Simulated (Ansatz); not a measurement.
Cell and atoms of amorphous Ga24O39Lu2:

```xyz
65
Lattice="9.0116 0.0327 -0.2101 0.0327 9.4762 -0.0799 -0.2101 -0.0799 9.5685" Properties=species:S:1:pos:R:3 pbc="T T T"
Ga     3.0280     3.0429     5.7868
Ga     1.7406     9.1642     1.6380
Ga     4.3203     4.1653     1.1243
Ga     1.6552     4.8335     3.0222
Ga     1.3852     2.9329     0.4099
Ga     1.2778     5.9062     7.5853
Ga     1.1533     7.7840     4.5567
Ga     7.5290     5.3281     5.6160
Ga     7.8300     6.7128     2.8980
Ga     3.9002     6.9595     2.6158
Ga     7.7509     0.5796     3.9139
Ga     2.8720     0.2360     6.5755
Ga     5.3249     0.6308     5.3421
Ga     4.1739     6.2978     5.8460
Ga     7.6329     3.6934     2.1864
Ga     1.7672     1.6079     3.6937
Ga     5.5427     1.5705     2.3364
Ga     3.1555     7.7204     8.9059
Ga     6.1517     6.4728     0.3804
Ga     6.1743     7.8767     7.3436
Ga     5.3314     3.8523     7.6181
Ga     8.5070     7.5944     9.2299
Ga     7.9710     4.5043     8.5882
Ga     3.9371     1.4471     9.0027
O      0.2381     1.5363     4.7231
O      4.9773     2.0590     7.5980
O      3.0714     6.4889     7.3682
O      5.0960     7.6704     8.8939
O      3.6178     1.3719     5.0187
O      1.9453     9.1340     3.4822
O      5.4392     0.9642     0.6207
O      4.6622     8.7674     6.3520
O      1.2146     7.2351     8.8913
O      3.2558     3.0456     0.0792
O      0.7916     4.4314     8.6795
O      8.2037     8.2178     3.9505
O      3.2054     8.0750     1.2443
O      2.2088     3.4608     4.1646
O      7.0671     1.0122     5.6838
O      3.2609     6.8557     4.3652
O      5.7232     0.2268     3.5464
O      0.8087     6.4264     3.3041
O      2.8542     0.0425     8.4978
O      7.5125     4.9696     3.6978
O      7.3533     3.4898     0.2791
O      1.3479     8.7261     6.1741
O      3.1415     5.3100     1.9612
O      7.5720     8.9780     7.9790
O      7.5302     1.7536     2.3529
O      5.4220     3.4075     2.4074
O      6.0623     6.5798     5.9060
O      4.2521     4.3783     6.1458
O      5.6717     6.6804     2.2071
O      0.2544     5.9164     6.0582
O      8.9852     9.0706     0.8957
O      4.9926     4.8829     9.2213
O      7.4020     6.3340     8.2501
O      7.9228     6.4974     1.0635
O      0.0719     1.8066     8.8945
O      0.5165     3.8420     1.9270
O      1.9749     1.5533     1.8036
O      7.1040     4.0013     6.9319
O      2.0131     2.0084     6.9174
Lu     7.6248     1.1525     0.1439
Lu     0.0080     0.9641     6.8861
```

Level of theory: PBE, scalar-relativistic without spin-orbit coupling (plane waves to 420 eV, PAW; Ansatz, a program for electronic structure).

A CHGNet melt-quench gave the starting glass, which DFT then relaxed. O atoms were pushed apart under 1.9 Å during the dynamics, to hinder bonds among them. The hot cell started wider than the set density and was brought back towards it in steps. It is the lowest in DFT energy of 2 quenches. It is a model cell: composition and starting density were chosen by hand, and all elements were melted together. No dispersion term was used. Its density started from a set value of 5.38 and ended at 5.38 g/cm³. Cooling (nominally 330 K/ps over its main leg) ran many orders faster than in experiment, which tends to leave more defects and strain. Values belong to this one cell and scatter from quench to quench. The volume was held where the preparation left it and the shape relaxed, at a PBE pressure of 1.6 GPa. Stress components on the final sampling reach 1.6 GPa.

Neighbours within Ga-Ga 2.68 Å, Ga-O 2.40 Å, Ga-Lu 3.40 Å, O-O 1.58 Å, O-Lu 2.78 Å, Lu-Lu 4.11 Å count as bonded. Two cations that share two anions don't count as bonded, nor two that share one unless they lie closer than Ga-Ga 2.61 Å, Ga-Lu 3.31 Å, Lu-Lu 4.00 Å.

Q: Give the coordination numbers, mean bond lengths and angles.

A: 
Mean coordination of Ga by anions: 4.46 (13 with 4, 11 with 5)
Mean coordination of O: 3.05 (2 with 2, 33 with 3, 4 with 4)
Mean coordination of Lu by anions: 6.00 (2 with 6)
Mean Ga-O bond: 1.928 Å (spread 0.101 Å, 107 counted)
Mean O-Lu bond: 2.261 Å (spread 0.098 Å, 12 counted)
Bond angle at Ga: mean 107.1°, spread 21.1°
Bond angle at O: mean 114.1°, spread 17.0°
Bond angle at Lu: mean 103.2°, spread 28.2°

Q: List the pairs of like atoms that count as bonded by the rules above.

A: There are none by these rules.
